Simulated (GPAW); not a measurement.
Input and output of a self-consistent single point for Nb (Im-3m, 1 atom in the cell) (GPAW)

Method of the run: PBE, GPAW PAW datasets PBE (gpaw-data 1.0.1) (plane waves; GPAW 25.7.0).

Input as run:

```python
from ase import Atoms
from ase.units import GPa
from gpaw import GPAW, PW, FermiDirac

atoms = Atoms(['Nb'],
              cell=[[-1.658250, 1.658250, 1.658250],
                    [1.658250, -1.658250, 1.658250],
                    [1.658250, 1.658250, -1.658250]],
              scaled_positions=[[0.000000, 0.000000, 0.000000]],
              pbc=True)

calc = GPAW(mode=PW(600),
            xc='PBE',
            kpts={'size': (10, 10, 10), 'gamma': True},
            occupations=FermiDirac(0.1),
            nbands=-7,
            convergence={'density': 1e-05},
            symmetry={'symmorphic': False, 'tolerance': 0.0005},
            maxiter=100)

atoms.calc = calc

energy = atoms.get_potential_energy()
print('Energy (eV):', round(energy, 6))
forces = atoms.get_forces()
print('Forces (eV/Ang):')
print(forces.round(5))
stress = atoms.get_stress()
print('Stress (GPa, Voigt):', (stress / GPa).round(4))
```

Output (repeated stretches shortened):

```
Input parameters:
  convergence: {density: 1e-05}
  kpts: {gamma: True,
         size: (10, 10, 10)}
  maxiter: 100
  mode: {ecut: 600.0,
         name: pw}
  nbands: -7
  occupations: {fixmagmom: False,
                name: fermi-dirac,
                width: 0.1}
  symmetry: {symmorphic: False,
             tolerance: 0.0005}
  xc: PBE

species:
  Nb:
    name: Niobium
    Z: 41.0
    valence: 13
    core: 28
    charge: 0.0
    file: Nb.PBE.gz

    # Using partial waves for Nb as LCAO basis

Reference energy: -103906.147789  # eV

Spin-paired calculation

Convergence criteria:
 Maximum [total energy] change in last 3 cyles: 0.0005 eV / valence electron
 Maximum integral of absolute [dens]ity change: 1e-05 electrons / valence electron
 Maximum integral of absolute [eigenst]ate change: 4e-08 eV^2 / valence electron
 Maximum number of scf [iter]ations: 100

Symmetries present (total): 48
Symmetries with fractional translations: 0
1000 k-points: 10 x 10 x 10 Monkhorst-Pack grid + [1/20,1/20,1/20]
47 k-points in the irreducible part of the Brillouin zone
       k-points in crystal coordinates                weights
   0:     0.00000000    0.00000000    0.00000000          1/1000
   1:     0.10000000    0.00000000    0.00000000         12/1000
   2:     0.10000000    0.10000000   -0.10000000          6/1000
   [... 7 lines left out ...]
          ...
  46:     0.50000000    0.50000000    0.50000000          1/1000

Wave functions: Plane wave expansion
  Cutoff energy: 600.000 eV
  Number of coefficients (min, max): 595, 622
  Pulay-stress correction: 0.000000 eV/Ang^3 (de/decut=0.000000)

Occupation numbers: Fermi-Dirac:
  width: 0.1000  # eV

Eigensolver

Densities:
  Coarse grid: 18*18*18 grid
  Fine grid: 36*36*36 grid
  Total Charge: 0.000000

Density mixing:
  Method: separate
  Backend: pulay
  Linear mixing parameter: 0.05
  old densities: 5
  Damping of long wavelength oscillations: 50

Hamiltonian:
  XC and Coulomb potentials evaluated on a 36*36*36 grid
  External potential:
    NoExternalPotential

XC parameters: PBE with 2 nearest neighbor stencil

Number of atoms: 1
Number of atomic orbitals: 13
Number of bands in calculation: 13
Number of valence electrons: 13
Bands to converge: occupied

Density initialized from atomic densities
  13 bands from LCAO basis set

Atomic positions and initial magnetic moments

Positions:
   0 Nb     0.000000    0.000000    0.000000    ( 0.0000,  0.0000,  0.0000)

Unit cell:
           periodic     x           y           z      points  spacing
  1. axis:    yes   -1.658250    1.658250    1.658250    18     0.1303
  2. axis:    yes    1.658250   -1.658250    1.658250    18     0.1303
  3. axis:    yes    1.658250    1.658250   -1.658250    18     0.1303

  Lengths:   2.872173   2.872173   2.872173
  Angles:  109.471221 109.471221 109.471221

Effective grid spacing dv^(1/3) = 0.1462

     iter     time        total  log10-change:
                         energy   eigst   dens
iter:   1 --:--:--   -10.944340
iter:   2 --:--:--   -10.847554   -1.64  -1.12
iter:   3 --:--:--   -10.368988   -1.02  -1.15
iter:   4 --:--:--   -10.368116   -3.05  -1.91
iter:   5 --:--:--   -10.344732   -2.06  -1.91
iter:   6 --:--:--   -10.333098   -3.26  -2.10
iter:   7 --:--:--   -10.332880   -5.05  -2.79
iter:   8 --:--:--   -10.332161c  -4.05  -2.80
iter:   9 --:--:--   -10.332159c  -6.28  -3.98
iter:  10 --:--:--   -10.332160c  -7.40  -4.08
iter:  11 --:--:--   -10.332157c  -6.40  -4.03
iter:  12 --:--:--   -10.332157c  -8.00c -4.53
iter:  13 --:--:--   -10.332157c -10.09c -4.85
iter:  14 --:--:--   -10.332157c  -8.29c -4.88
iter:  15 --:--:--   -10.332157c  -8.57c -4.96
iter:  16 --:--:--   -10.332157c -10.73c -6.16c

Converged after 16 iterations.

Dipole moment: (0.000000, 0.000000, 0.000000) |e|*Ang

Energy contributions relative to reference atoms: (reference = -103906.147789)

Kinetic:         -1.651622
Potential:       -2.993781
External:        +0.000000
XC:              -5.621313
Entropy (-ST):   -0.059544
Local:           -0.035669
SIC:             +0.000000
--------------------------
Free energy:    -10.361929
Extrapolated:   -10.332157

Showing only first 2 kpts
 Kpt  Band  Eigenvalues  Occupancy
  0     4      5.28801    2.00000
  0     5     11.53975    0.06507
  0     6     11.53975    0.06507
  0     7     11.53975    0.06507

  1     4      5.68447    2.00000
  1     5     11.30000    0.53989
  1     6     11.46846    0.12840
  1     7     11.92513    0.00142

Fermi level: 11.20051

No gap
No difference between direct/indirect transitions
Energy (eV): -10.332157

Forces in eV/Ang:
  0 Nb    0.00000    0.00000    0.00000

Stress tensor:
     0.007326    -0.000000    -0.000000
    -0.000000     0.007326    -0.000000
    -0.000000    -0.000000     0.007326
Stress (GPa, Voigt): [ 1.1737  1.1737  1.1737 -0.     -0.     -0.    ]
```

The run converged in 16 iterations. GPAW prints stress with tension positive.

The starting cell has typed, rounded lattice constants, without a prior relaxation at this level. Its lattice was rescaled by up to half a per cent. Spin polarisation is off.
